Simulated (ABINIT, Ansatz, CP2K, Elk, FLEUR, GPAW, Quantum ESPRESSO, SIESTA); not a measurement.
# Code comparison for AlN (F-43m, 2 atoms in the cell)

Self-consistent single point.

```xyz
2
Lattice="0.0000 2.1840 2.1840 2.1840 0.0000 2.1840 2.1840 2.1840 0.0000" Properties=species:S:1:pos:R:3 pbc="T T T"
Al     0.0000     0.0000     0.0000
N      3.2760     3.2760     3.2760
```

All programs got the same cell, k-point mesh and kind of occupations (some realise fixed ones as a very narrow smearing) (in Ansatz's words: kpoints.mp_grid.grid = 9 9 9; scf.occupations.method = fixed); potentials, basis and cutoffs are each program's usual ones.

```tsv
code	model	pressure (GPa)	gap on the mesh (eV)	k-points	cutoff
SIESTA	GGA PBE, numerical atomic orbitals DZP, PseudoDojo PBE standard norm-conserving potentials (rewritten from UPF to PSML)	6.51	3.492	365	grid 350 Ry
Ansatz	PBE, default PAW files	4.37	3.510	35	default
Elk	PBE, all-electron FP-LAPW, Elk's shipped species files, APW+lo basis with extra local orbitals	–	3.507	55	rgkmax 7.5
GPAW	PBE, GPAW PAW datasets PBE (gpaw-data 1.0.1)	–	3.493	35	950 eV
ABINIT	PBE, PAW (JTH v2.0 PBE PAW)	5.31	3.484	35	26 Ha
Quantum ESPRESSO	PBE, GBRV 1.5 ultrasoft (PBE) pseudopotentials	5.35	3.495	35	40 Ry
FLEUR	PBE, all-electron FLAPW (FLEUR), scalar-relativistic valence	–	3.513	55	Kmax 4.5 1/bohr
CP2K	PBE, GPW, DZVP-MOLOPT-SR-GTH basis, GTH-PBE potentials (GTH_POTENTIALS)	4.27	3.514	365	grid 400 Ry
```

A dash marks a value that a program does not give, or that is left out as unsure.

Gaps are read on the mesh. Another mesh or the band path gives a smaller gap, so these values are not converged in the mesh.

The spread over the programs that give each value: pressure within 2.24 GPa; gap on the mesh within 0.030 eV.

The starting cell comes from a database of computed structures (which also holds hypothetical and non-ambient phases and stackings), without a prior relaxation at this level. On Ansatz's run: In the base run, with a pressure of about 5 GPa the cell is away from its equilibrium volume at this level. Another mesh or the band path of this cell gives a smaller gap, so this value is not converged in the mesh.

Task: Why do the programs differ, and what cannot be compared?

Result: Differences of this kind can come from the potentials, where these differ, and from what each basis and cutoff leave unconverged. The zero of total energies and Fermi levels follows the potentials and each program's conventions, so they are not compared here. SIESTA and CP2K use small atom-centred bases, whose incompleteness enters pressures, forces and empty levels differently from a plane-wave cutoff. Elk and FLEUR treat all electrons, but the usual bases taken here (sphere radii, linearisation, local orbitals, empty states) were not tested for convergence, so the values are no reference for the others. Ansatz's pressure is given at a fixed set of plane waves, as the other plane-wave codes print theirs; with its correction for the finite basis it is 4.86 GPa (the shift of 0.50 GPa shows how far the cutoff is from converged). The pressure of GPAW is left out: its cutoff lies under the one at which its stress was checked. The programs reduce the same mesh by symmetry to different extents, which changes the work and not the result. In the pressure, SIESTA (by 1.20) and CP2K (by 1.04) lie more than 1 GPa from the median of the plane-wave programs.

Ansatz is a program for electronic structure.

Keys are those of Ansatz 0.2.
